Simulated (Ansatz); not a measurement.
We consider Mg₄N₂O (model structure, started from the Ca4P2O type, I4/mmm, No. 139, 7 atoms in the cell), described by PBE (PAW; Ansatz, a program for electronic structure).

Numerical settings: plane-wave cutoff 520 eV, 20×20×20 k mesh, Fermi–Dirac smearing 0.05 eV, scalar-relativistic PAW data made under PBE.

Cell (relaxed with PBEsol):

```
CELL_PARAMETERS angstrom
     -1.88260     1.88260     5.65799
      1.88260    -1.88260     5.65799
      1.88260     1.88260    -5.65799
ATOMIC_POSITIONS crystal
  Mg 0.80986 0.80986 0.00000
  Mg 0.19014 0.19014 0.00000
  Mg 0.50000 0.00000 0.50000
  Mg 0.00000 0.50000 0.50000
  N  0.63129 0.63129 0.00000
  N  0.36871 0.36871 0.00000
  O  0.00000 0.00000 0.00000
```

Problem. What does this level give for the band gap?

Solution. 
band gap: 0.86 eV (on the SCF k mesh)

Note: the relaxation could raise the start's symmetry but not lower it, so the cell can be a saddle point; cell and atoms aren't relaxed at this level (largest force component 0.05 eV/Å, pressure 3.0 GPa).

Computed values are for the static lattice.

Computing time: around 60 core-seconds (rough).

A model structure was made by putting elements into a prototype or built by hand; it is no filed structure, need not be a known phase, and can be a saddle point held by its symmetry.
